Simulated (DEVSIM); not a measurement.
Device: illuminated Si n-on-p cell, one wavelength, at 400 K.

Layer 1 from the left is Si, thickness (μm) 0.320, Nd (cm⁻³) 6e18, τn (s) 3e-7, τp (s) 9.7e-7, absorption coefficient (cm⁻¹) 46000. Layer 2 from the left is Si, thickness (μm) 50.0, Na (cm⁻³) 2.4e16, τn (s) 2.7e-5, τp (s) 2.7e-5, absorption coefficient (cm⁻¹) 46000.

Left contact: ohmic, minority hole recombination velocity 6000 cm/s. Right contact: ohmic, minority electron recombination velocity 100 cm/s. Voltage is applied to the left contact. Recombination: SRH at mid-gap, radiative, Auger. Light enters at the left, 1.5e18 photons cm⁻² s⁻¹, one pass, no reflection. Mobility is constant in doping.

The device is made up for the run: typed textbook-type constants, with dimensions and the other settings drawn at random. Values at 300 K; Nc and Nv go as T^1.5, mobilities as T to minus their exponent, the gap by Varshni's rule with the affinity fixed.

Si: gap (eV) 1.124, affinity (eV) 4.05, permittivity 11.7, Nc (cm⁻³) 2.86e19, Nv (cm⁻³) 3.1e19, μn (cm²/Vs) 1417, μp (cm²/Vs) 470, T exponent of μn 2.3, T exponent of μp 2.2, B (cm³/s) 4.7e-15, Cn (cm⁶/s) 2.8e-31, Cp (cm⁶/s) 9.9e-32, Varshni α (eV/K) 0.000473, Varshni β (K) 636.

Simulated with DEVSIM: 1D drift-diffusion, Boltzmann statistics, complete ionisation; no tunnelling, impact ionisation, image-force lowering or self-heating.

Dark forward current:

| |V| (V) | |J| (A/cm²) |
|---|---|
| 0.05 | 2.685e-7 |
| 0.10 | 1.290e-6 |
| 0.15 | 5.411e-6 |
| 0.20 | 2.248e-5 |
| 0.25 | 9.418e-5 |
| 0.30 | 0.0003974 |
| 0.35 | 0.001683 |
| 0.40 | 0.007115 |
| 0.45 | 0.02963 |
| 0.50 | 0.1169 |
| 0.55 | 0.4169 |
| 0.60 | 1.409 |
| 0.65 | 4.956 |
| 0.70 | 18.37 |
| 0.75 | 68.86 |
| 0.80 | 243.6 |
| 0.85 | 744.3 |
| 0.90 | 1842 |
| 0.95 | 3716 |

Question: Work out the local ideality factor n = ΔV / (kT/q · ln(J2/J1)) between the rows 0.15 and 0.20 V, 0.30 and 0.35 V, 0.90 and 0.95 V.

Answer: kT/q = 34.47 mV. From 0.15 to 0.20 V: ln(2.248e-5/5.411e-6) = 1.424, n = 1.02, near the 1 of diffusion or emission over a barrier. From 0.30 to 0.35 V: ln(0.001683/0.0003974) = 1.443, n = 1.00, near the 1 of diffusion or emission over a barrier. From 0.90 to 0.95 V: ln(3716/1842) = 0.702, n = 2.07.

Question: What current could the absorbed light give at most, and what share is collected?

Answer: Σ αd = 231, so qΦ(1 − exp(−Σ αd)) = 240 mA/cm². The simulated short-circuit current is 237.2 mA/cm², a share of 0.99.

Question: Estimate the open-circuit voltage by superposition: the voltage at which the dark current equals that short-circuit current.

Answer: Interpolating ln J in the table gives 0.528 V. The simulation gives 0.527 V, the same within the digits that matter. Superposition holds where collection doesn't change with voltage.

Question: Estimate the fill factor from FF0 = (v − ln(v + 0.72))/(v + 1), v = qVoc/(nkT), with n from the dark curve.

Answer: The rows about Voc, 0.50 and 0.55 V, give n = 1.14, so v = 13.4 and FF0 = 0.747. The simulation gives 0.758; the estimate lies 1.5 % below.
